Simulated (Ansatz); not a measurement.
# SiO2: stress against strain

SiO2 (rutile, P4_2/mnm, 7.657 Å³/atom at rest, c along z) under a strain ε along c (axis z), the other axes held. LDA in Ansatz, a plane-wave DFT program (PAW, default set), 420 eV, 8×8×12 Γ-centred mesh, Fermi-Dirac smearing 0.05 eV; ions are relaxed within the symmetry of each cell. Stress is positive for a compressed cell.

Here s stands for strain and y for stress zz.

| strain (%) | stress zz (GPa) |
|---|---|
| -3.00 | ? |
| -1.20 | 9.33 |
| -0.60 | 4.57 |
| 0.00 | -0.01 |
| 0.60 | -4.40 |
| 1.20 | -8.60 |

Problem. Fit y against s with a straight line, and predict the withheld value at s = -3.00.

Solution. Means: s 0, y 0.178. About the means, the sum of products is -26.898 and the sum of squares of s is 3.6000; the slope is their ratio. Least squares gives y = 0.178 - 7.4717·s. Residuals (row less fit): 0.186, -0.091, -0.188, -0.095, 0.188; standard error 0.202 (degrees of freedom: 3). The slope gives the elastic constant C33 = 747 ± 11 GPa. At the withheld row, y = 0.178 - 7.4717 × (-3.0) = 22.593 GPa. The calculation gives 24.82 GPa, 2.227 GPa above the prediction (6.7 % of the range of y in the table). The row lies outside the fitted rows, so this is an extrapolation. From the scatter of the fitted rows alone, a prediction at this place has a standard error of 0.389 GPa, so the miss is 5.7 times that.

One order more, fitted to all 11 runs of the series, follows each within 0.03, so the miss is the next term of a smooth law. SiO2 is here stishovite, a high-pressure form. Rows are the converged runs of the series near zero and its far end; series whose fitted rows scatter by over a few per cent of the range, as at a crossing or softening among them, aren't shown in this form. Most that stay on the fit to the last digits aren't either.
